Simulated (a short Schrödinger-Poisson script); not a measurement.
Structure: MOS inversion layer, SiO2 on p-type Si(100), at 150 K.

From the gate side: 1.8 nm SiO2; 1400 nm Si, acceptors 1e17 cm⁻³.

The device is made up for the run: typed textbook-type constants, with dimensions and the other settings drawn at random. SiO2: permittivity 3.9, conduction-band edge (eV) 3.15, gap (eV) 9, electron mass (mₑ) 0.5. Si: permittivity 11.7, conduction-band edge (eV) 0, gap (eV) 1.124, Nv at 300 K (cm⁻³) 3.1e19.

Channel valleys (confinement mass, in-plane density-of-states mass, number): Δ2 0.916, 0.19, 2; Δ4 0.19, 0.417, 4. At the gate the conduction-band edge of layer 1 lies 3.2 eV − eVg above the Fermi level of the channel; the field vanishes at the back. Gaps are held at their typed values at every temperature. Mesh 0.03 nm at interfaces.

Solved with a short Schrödinger-Poisson script written for these runs: 1D Poisson equation in equilibrium, electrons quantum, Hartree (BenDaniel-Duke, 12 states a valley, the channel's in-plane mass for all, wave functions free to enter the dielectric), parabolic valleys, classical holes, full ionisation, no traps, pinning or gate leakage.

| Vg (V) | electrons (cm⁻²) | C (μF/cm²) | Δ2 E0 (meV from the Fermi level) | Δ4 E0 (meV from the Fermi level) |
|---|---|---|---|---|
| 0.1 | 1.45e9 | 0.103 | 98.4 | 130.0 |
| 0.15 | 3.99e10 | 0.422 | 55.3 | 87.6 |
| 0.2 | 2.61e11 | 1.02 | 30.3 | 63.8 |
| 0.25 | 6.15e11 | 1.25 | 18.1 | 53.3 |
| 0.3 | 1.02e12 | 1.35 | 10.3 | 47.3 |
| 0.35 | 1.45e12 | 1.40 | 4.5 | 43.2 |
| 0.4 | 1.89e12 | 1.44 | -0.3 | 40.0 |
| 0.45 | 2.34e12 | 1.47 | -4.5 | 37.5 |
| 0.5 | 2.80e12 | 1.49 | -8.2 | 35.3 |
| 0.55 | 3.27e12 | 1.51 | -11.7 | 33.4 |
| 0.6 | 3.74e12 | 1.52 | -14.9 | 31.7 |
| 0.65 | 4.22e12 | 1.53 | -17.9 | 30.1 |
| 0.7 | 4.70e12 | 1.54 | -20.8 | 28.6 |
| 0.75 | 5.18e12 | 1.55 | -23.6 | 27.2 |
| 0.8 | 5.67e12 | 1.56 | -26.3 | 25.9 |
| 0.85 | 6.15e12 | 1.57 | -28.9 | 24.6 |

Gate voltages with under 1e9 electrons/cm² are left out.

Problem. At Vg = 0.85 V the lowest Δ2 subband lies at -28.9 meV from the Fermi level. How many electrons does it hold, and what share of all?

Solution. The two-dimensional density of states is g m/(πħ²) = 1.59e11 cm⁻² meV⁻¹ (both spins), kT = 12.9 meV, so n = D kT ln(1 + exp(−E/kT)) = 4.80e12 cm⁻², 0.78 of the 6.15e12 cm⁻² in all.

Problem. Compare the slope of the sheet density between 0.75 and 0.85 V with the geometric capacitance of the layers between gate and channel.

Solution. q Δn/ΔV = 1.55 μF/cm²; ε0/Σ(t/ε) = 1.92 μF/cm². The ratio is 0.81: the channel acts as a further capacitance in series.
